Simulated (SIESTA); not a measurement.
A self-consistent single point of Li2MoO3 (P1, 12 atoms in the cell) with SIESTA.

Level of theory: GGA PBEsol+U, numerical atomic orbitals TZP, PseudoDojo PBEsol standard norm-conserving potentials (rewritten from UPF to PSML) in SIESTA.

```
CELL_PARAMETERS angstrom
      4.93121     0.00000     0.00000
      2.25171     4.39250     0.00000
      1.68033    -0.06059     4.93299
ATOMIC_POSITIONS crystal
  Li 0.86215 0.80042 0.99040
  Li 0.13988 0.19208 0.00869
  Li 0.49920 0.50665 0.99695
  Li 0.00094 0.50392 0.49441
  Mo 0.35539 0.85155 0.49902
  Mo 0.65206 0.14107 0.50084
  O  0.93451 0.14256 0.73255
  O  0.05922 0.85810 0.27190
  O  0.27796 0.49501 0.72643
  O  0.72115 0.50896 0.27506
  O  0.41128 0.17789 0.23071
  O  0.58627 0.82179 0.77305
```

Reference input (self-consistent single point, DFT, GGA PBEsol, numerical atomic orbitals TZP, PseudoDojo PBEsol standard norm-conserving potentials (rewritten from UPF to PSML)): XC.functional = GGA; XC.authors = PBEsol; potentials = PseudoDojo PBEsol standard; PAO.BasisSize = TZP; PAO.EnergyShift = 0.01 Ry; MeshCutoff = 350 Ry; kgrid.MonkhorstPack = 5 5 4; OccupationFunction = FD; ElectronicTemperature = 10 K; PAO.Polarization.NonPerturbative = true; MaxSCFIterations = 150; SCF.Mixer.Method = Pulay. This run's input differs from it in these lines:

```diff
@@ -46,2 +46,11 @@
 ElectronicTemperature        10 K
+DFTU.ProjectorGenerationMethod 2
+DFTU.CutoffNorm              0.9
+DFTU.FirstIteration          true
+%block DFTU.proj
+  Mo 1
+  n=4 2
+  2.00 0.00
+  0.00 0.00
+%endblock DFTU.proj
```

Log, with long lists cut:

```
        iscf     Eharris(eV)        E_KS(eV)     FreeEng(eV)     dDmax    Ef(eV) dHmax(eV)
   scf:    1    -7142.436668    -7257.953162    -7257.953162  1.032643 -2.895690 24.028527
   scf:    2    -7313.454073    -7291.225294    -7291.225294  0.198254 -5.322472 10.079611
   scf:    3    -7293.839629    -7296.696459    -7296.696459  0.179557 -6.323043  2.033269
   scf:    4    -7289.842368    -7295.255631    -7295.255631  0.135312 -6.000690  5.358953
   scf:    5    -7298.382427    -7297.323149    -7297.323149  0.067436 -6.139255  1.457220
   scf:    6    -7297.173677    -7297.445094    -7297.445094  0.043838 -6.437272  0.977584
   [... lines left out ...]
hubbard_term: recalculating local occupations   11
hubbard_term: maximum change in local occup.    0.000342
   scf:   17    -7297.493773    -7297.493773    -7297.493773  0.000034 -6.329332  0.000310
hubbard_term: recalculating local occupations   12
hubbard_term: maximum change in local occup.    0.000349
   scf:   18    -7297.493772    -7297.493771    -7297.493771  0.000021 -6.329335  0.000163
hubbard_term: recalculating local occupations   13
hubbard_term: maximum change in local occup.    0.000349
   scf:   19    -7297.493770    -7297.493770    -7297.493770  0.000008 -6.329254  0.000052
SCF Convergence by DM+H criterion
max |DM_out - DM_in|         :     0.0000084682
max |H_out - H_in|      (eV) :     0.0000515015
DFT+U population converged by dTol_pop criteria:
max |pop(DFT+U)_i - pop(DFT+U)_j|:     0.0003487396
SCF cycle converged after 19 iterations

Using DM_out to compute the final energy and forces
hubbard_term: recalculating local occupations   14
hubbard_term: maximum change in local occup.    0.000349
hubbard_term: recalculating Hamiltonian and forces

siesta: E_KS(eV) =            -7297.4928

siesta: E_KS - E_eggbox =     -7297.4928

siesta: Atomic forces (eV/Ang):
     1   -0.077901    0.194503   -0.045861
     2    0.133746   -0.083525   -0.040561
     3   -0.060866   -0.201536    0.056798
     4    0.030062   -0.179058    0.108324
     5    1.200813    1.650176    0.137218
   [... lines left out ...]
siesta: FreeEng =     -7297.492760
   [... lines left out ...]
siesta:     0.017329    0.015265    0.010171
siesta:     0.015252    0.000390   -0.015800
siesta:     0.010187   -0.015789    0.003913

siesta: Cell volume =        106.850376 Ang**3

siesta: Pressure (static):
siesta:                Solid            Molecule  Units
siesta:          -0.00007853         -0.00014705  Ry/Bohr**3
siesta:          -0.00721067         -0.01350117  eV/Ang**3
siesta:         -11.55276551        -21.63125238  kBar
```

The run converged in 19 iterations. Against the reference run the pressure goes from -1.04 to -1.16 GPa, the largest force goes from 1.698 to 2.045 eV/Å and the gap on the mesh goes from 0.006 to 0.226 eV.

The starting cell comes from a database of computed structures (which also holds hypothetical and non-ambient phases and stackings), without a prior relaxation at this level. Its atoms were displaced at random from the sites of space group no. 2. Spin polarisation is off. The U value is a test value, and with U on an open shell several self-consistent states can exist. Values carry the incompleteness of an atom-centred basis. Forces in this geometry exceed 1 eV/Å.

Cost on one core of a shared machine: roughly 5 min.
